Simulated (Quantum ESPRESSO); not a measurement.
## Converging the plane-wave cutoff: VRu (P4mm, 2 atoms in the cell)

```yaml
crystal:
  lattice:
    - [3.01184, 0.00000, 0.00000]
    - [0.00000, 3.01184, 0.00000]
    - [0.00000, 0.00000, 3.01184]
  atoms:
    - { symbol: V, position: [0.50000, 0.50000, 0.51660], spin: 2.0 }
    - { symbol: Ru, position: [0.00000, 0.00000, 0.00000] }
```
(The spins are starting values, not results.)

Method: LDA (PZ), GBRV 1.5 ultrasoft (LDA) pseudopotentials (plane waves; Quantum ESPRESSO).

Base settings: ecutwfc = 50 Ry; ecutrho = 400 Ry; occupations = smearing; smearing = gauss; degauss = 0.0073499 Ry; nspin = 2; potentials = {V: v_lda_v1.4.uspp.F.UPF, Ru: ru_lda_v1.2.uspp.F.UPF}; K_POINTS = automatic 4 4 4 0 0 0; conv_thr = 1e-09 Ry; mixing_beta = 0.4.

Moved along: ecutrho.

The second cell is the first with its lattice scaled by 0.98.

The mesh stays at the base's, so the ladder's end is converged at best in this setting alone.

Only quantities that move along the ladder and can be compared are tabulated.

The count of work is k-points × plane waves × bands × iterations; it is no time. Core times come from one kind of shared machine, to one figure; runs under 30 s give none.

The starting cell comes from a database of computed structures (which also holds hypothetical and non-ambient phases and stackings), without a prior relaxation at this level. Its lattice was rescaled by up to half a per cent. One atom was moved a little off its site on purpose. The moments shrank to a small part of their start, a low-spin state that need not be the lowest. In the base run, with a pressure of about -16 GPa the cell is away from its equilibrium volume at this level. Without a gap this mesh is coarse (it stands for a supercell whose shortest vector is 12 Å).

| ecutwfc | free energy less the last step's (meV/atom) | energy of the compressed cell less the first (meV/atom) | pressure (GPa) | largest difference of a force vector from the last step's (eV/Å) | net moment (μB/atom) | count of work / last | core time / last (rough) |
|---|---|---|---|---|---|---|---|
| 17.5 Ry | 15921.77 | 208.04 | -722.98 | 0.095 | 0.360 | 0.054 | – |
| 20 Ry | 6470.12 | 6.02 | -370.93 | 0.562 | 0.145 | 0.062 | – |
| 25 Ry | 1060.13 | -119.99 | -99.76 | 0.102 | 0.230 | 0.087 | – |
| 28 Ry | 314.12 | -59.39 | -46.69 | 0.048 | 0.190 | 0.12 | – |
| 30 Ry | 123.45 | -52.85 | -29.90 | 0.005 | 0.200 | 0.12 | – |
| 40 Ry | 6.14 | -45.54 | -16.15 | 0.001 | 0.200 | 0.19 | 0.4 |
| 45 Ry | 5.20 | -45.64 | -16.19 | 0.000 | 0.200 | 0.23 | 0.5 |
| 50 Ry | 4.35 | -45.71 | -16.18 | 0.000 | 0.200 | 0.26 | – |
| 55 Ry | 3.94 | -45.74 | -16.16 | 0.000 | 0.200 | 0.32 | 0.7 |
| 60 Ry | 3.42 | -45.76 | -16.19 | 0.000 | 0.200 | 0.36 | 0.8 |
| 68 Ry | 2.52 | -45.73 | -16.18 | 0.000 | 0.200 | 0.40 | 0.9 |
| 88 Ry | 1.72 | -45.74 | -16.18 | 0.000 | 0.200 | 0.63 | 1 |
| 120 Ry | 0.00 | -45.74 | -16.17 | 0.000 | 0.200 | 1.0 | 1 |

Coarsest ecutwfc that holds the forces within 0.01 eV/Å of the last step, with all finer ones: 30 Ry, at 0.12 of the last step's count of work; the step before is off by 0.048 eV/Å.

Coarsest ecutwfc that holds the net moment within 0.05 μB/atom of the last step, with all finer ones: 25 Ry, at 0.087 of the last step's count of work; the step before is off by 0.055 μB/atom.

Coarsest ecutwfc that holds the pressure within 0.2 GPa of the last step, with all finer ones: 40 Ry, at 0.19 of the last step's count of work and about 0.4 of the last step's time; the step before is off by 14 GPa.

Two neighbours can agree and both be off: 50 Ry and 55 Ry differ by 0.41 meV/atom in the free energy, yet lie about 3.9 meV/atom from the last step.

At the lowest cutoff the pressure lies 707 GPa under the last step's, the usual sign of Pulay stress in an incomplete plane-wave basis.
